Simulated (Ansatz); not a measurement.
The parent structure is HfS$_{2}$ in the CdI2 type structure (space group P-3m1, No. 164; layered, stacked along the Cartesian z axis).

```
CELL_PARAMETERS angstrom
      3.54747     0.00000     0.00000
     -1.77374     3.07220     0.00000
      0.00000     0.00000     5.57681
ATOMIC_POSITIONS crystal
  Hf 0.00000 0.00000 0.00000
  S  0.33333 0.66667 0.26190
  S  0.66667 0.33333 0.73810
```

Calculations: PBEsol-D3(BJ) (Ansatz, a program for electronic structure; PAW; 420 eV plane waves; spin-orbit coupling left out).

Base values:

```
Item                  Result
-------------------  -------
c/a ratio              1.572
Lattice parameter a  3.547 Å
```

Now apply this change: Ta takes the place of Hf on all its sites; the structure is relaxed again.

Tabulated Pauling electronegativity and covalent radius: Hf 1.30, 1.75 Å; Ta 1.50, 1.70 Å.

**Question.** Estimate the effect on the c/a ratio.

**Answer.** The c/a ratio grows by 0.134 (1.572 → 1.706).

**Question.** What does the calculation give for the lattice parameter a after the change?

**Answer.** The lattice parameter a decreases by 0.2728 Å, from 3.547 Å to 3.275 Å.

No phonon test of stability was made. All final runs are without spin polarisation. An odd electron count without spin: TaS2.
